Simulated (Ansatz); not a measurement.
Results of LC-ωPBE in Ansatz (PAW) for fluorite HfO₂ (high-temperature phase).

Run with plane-wave cutoff 460 eV, 8×8×8 k mesh, Fermi–Dirac smearing 0.01 eV, scalar-relativistic PAW data made under PBE.

Cell (relaxed at this level):

HfO$_{2}$ has the cubic space group Fm-3m (No. 225), the fluorite structure, Pearson symbol cF12. Lattice parameters: a = 5.0521 Å, b = 5.0521 Å, c = 5.0521 Å, α = 90.00°, β = 90.00°, γ = 90.00°. Hf on 4a has 8 O at 2.188 Å (cubic). O on 8c is surrounded by 4 Hf at 2.188 Å (tetrahedral). (Neighbours: up to the widest gap in distance over summed covalent radii, below 1.35, at either atom; cation-cation and far metal-metal contacts left out.)
(The calculation used a cell of 3 atoms; values per cell refer to that cell.)

What does this level give for the bulk modulus B0, band gap, direct gap at Γ and pressure derivative B′ of the bulk modulus?


- bulk modulus B0 = 281 GPa
- band gap = 10.90 eV (on the SCF k mesh)
- direct gap at Γ = 11.92 eV
- pressure derivative B′ of the bulk modulus = 4.0

Measured, for comparison: bulk modulus 242 ± 16 GPa (room temperature, no zero-point or thermal correction, nanocrystalline cubic HfO2, second-order Birch-Murnaghan; as tabulated in High-pressure structural stability, equation of state, and thermal expansion …). Computed (rounded) less measured: bulk modulus +16 %.

Note: symmetry holds this phase in the static calculation, where it need not be a minimum; held by symmetry at 0 K, a high-temperature phase can be a saddle point.

Spin–orbit coupling is not included.

Ansatz is a quantum-chemistry and plane-wave program.
